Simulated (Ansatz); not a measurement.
Ansatz (a quantum-chemistry and plane-wave program) run on Mg (P6_3/mmc, 4 atoms in the cell): self-consistent single point.

Computed with PBEsol, PAW files made with PBE (plane waves; Ansatz).

```yaml
crystal:
  lattice:
    - [3.22353, 0.00000, 0.00000]
    - [-1.61176, 2.79166, 0.00000]
    - [0.00000, 0.00000, 10.47055]
  atoms:
    - { symbol: Mg, position: [0.00000, 0.00000, 0.00000] }
    - { symbol: Mg, position: [0.00000, 0.00000, 0.50000] }
    - { symbol: Mg, position: [0.33333, 0.66667, 0.25000] }
    - { symbol: Mg, position: [0.66667, 0.33333, 0.75000] }
```

Reference input (self-consistent single point, DFT, PBE, plane waves, PAW files): basis.ecutwfc = 420 eV; kpoints.mp_grid.grid = 8 8 3; hamiltonian.xc = pbe; hamiltonian.pseudopotentials = {kind: paw} (the program's default PAW files); scf.occupations.method = gaussian; scf.occupations.width = 0.1 eV. This run's input differs from it in these lines:

Ansatz 0.2 input:
```diff
@@ -17,3 +17,3 @@
 hamiltonian:
-  xc: pbe
+  xc: pbesol
   pseudopotentials:
```

Output (repeated stretches shortened):

```
SCF iter   1: F=—  HF=-7648.285697 eV  |F-HF|=—  |Δ(HF+E_count)|=         —  Δρ=1.34e-2  dr2=2.32e-1  ethr=3.10e-3  ⟨swp⟩=5.8  Hψ=1964  notcnv=0
all-band conjugate gradients solve this SCF's bands
preconditioner: auto → Kerker (q_TF=auto, 2.365 Å⁻¹)
SCF iter   2: F=—  HF=-7648.262716 eV  |F-HF|=—  |Δ(HF+E_count)|=   2.30e-2  Δρ=9.44e-3  dr2=1.18e-1  ethr=5.81e-4  ⟨swp⟩=1.9  Hψ=703  notcnv=0  defer=1
   [... lines left out ...]
SCF iter   3: F=—  HF=-7648.227268 eV  |F-HF|=—  |Δ(HF+E_count)|=   3.54e-2  Δρ=1.74e-3  dr2=3.65e-3  ethr=2.96e-4  ⟨swp⟩=2.0  Hψ=551  notcnv=0  defer=1
SCF iter   4: F=—  HF=-7648.226590 eV  |F-HF|=—  |Δ(HF+E_count)|=   6.79e-4  Δρ=1.27e-4  dr2=9.71e-6  ethr=9.12e-6  ⟨swp⟩=2.6  Hψ=809  notcnv=0  defer=1
SCF iter   5: F=—  HF=-7648.226610 eV  |F-HF|=—  |Δ(HF+E_count)|=   1.99e-5  Δρ=2.64e-5  dr2=8.34e-7  ethr=2.43e-8  ⟨swp⟩=1.6  Hψ=605  notcnv=0  defer=1
SCF iter   6: F=-7648.226610 eV  HF=-7648.226610 eV  |F-HF|=1.15e-8  |Δ(HF+E_count)|=   3.32e-8  Δρ=4.26e-6  dr2=1.53e-8  ethr=2.50e-10  ⟨swp⟩=6.4  Hψ=1932  notcnv=0
SCF 1 converged in 6 iterations: F = -7648.226610 eV  dr2 = 1.53e-8
Free energy (F): -7648.226610 eV
Internal energy: -7648.219208 eV  (E = F + TS)
E sigma→0 (E₀):  -7648.222909 eV
Entropy (-TS):   -0.007402 eV (-1.850 meV/atom)
Fermi energy:    5.392368 eV
--- Forces (eV/Å), atoms counted from 1 ---
  atom   1  Mg     0.00000000     0.00000000    -0.00000000
   [... zero for the other atoms too ...]
--- Stress (GPa, compression-positive) ---
       -1.295535       0.000000       0.000000
       -0.000000      -1.295535       0.000000
        0.000000       0.000000      -1.689758
  P = ⅓ Tr σ = -1.4269 GPa (-14.269 kbar)
  The stress holds the Pulay correction. Without it, at fixed plane waves, as pw.x and ABINIT print it: P = -1.4319 GPa
```

The run converged in 6 iterations. Against the reference run the pressure goes from -0.77 to -1.43 GPa.

The starting cell comes from a database of computed structures (which also holds hypothetical and non-ambient phases and stackings), without a prior relaxation at this level. Its lattice was rescaled by a random factor within 2.5 % of one. Ansatz's pressure includes its estimate of the finite-basis (Pulay) stress.
